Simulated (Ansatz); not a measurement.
Results of PBE-D4 in Ansatz (plane waves, PAW) for A15 V3Si (cubic form, which distorts at low temperature).

Numerical settings: plane-wave cutoff 520 eV, 12×12×12 k mesh, Fermi–Dirac smearing 0.05 eV, no spin polarisation, scalar-relativistic PAW data made under PBE.

Pressure at four volumes; x = ln(V/12.678 Å³). One pressure is withheld.

```tsv
V (Å³/atom)	x	P (GPa)
11.918	-0.0618	14.19
12.678	0.0000	0.01
13.185	0.0392	-7.34
13.439	0.0583	?
```

### Question
Pass a parabola P(x) through the three rows shown, estimate the bulk modulus and its pressure derivative near zero pressure, and predict the withheld pressure.

### Answer
Slopes between the rows: (0.01 − (14.19))/(0.0000 − (-0.0618)) = -229.45 and (-7.34 − (0.01))/(0.0392 − (0.0000)) = -187.50 GPa. Their difference over the span 0.1010 is c = 41.95/0.1010 = 415.3 GPa, so P(x) = 14.19 + (-229.45)(x − (-0.0618)) + 415.3 (x − (-0.0618))(x − (0.0000)). At the middle row B = −dP/dx = −[-229.45 + 415.3 × 0.0618] = 203.8 GPa, and B′ = dB/dP = 2c/B = 4.1. At x = 0.0583 the parabola gives -10.46 GPa; the run gives -10.50 GPa. The Birch–Murnaghan fit to the energies at all volumes has B0 = 203 GPa and B′ = 4.0.

Measured, for comparison: bulk modulus 171 GPa (300 K, no zero-point or thermal correction, our sources range from 171 to 176; as tabulated in Lu and Klein (1997), arXiv:cond-mat/9704251). Computed (rounded) less measured: bulk modulus +19 % (+15 % to +19 % over the range).

Note: symmetry holds this phase in the static calculation, where it need not be a minimum.

Ansatz is a first-principles code.
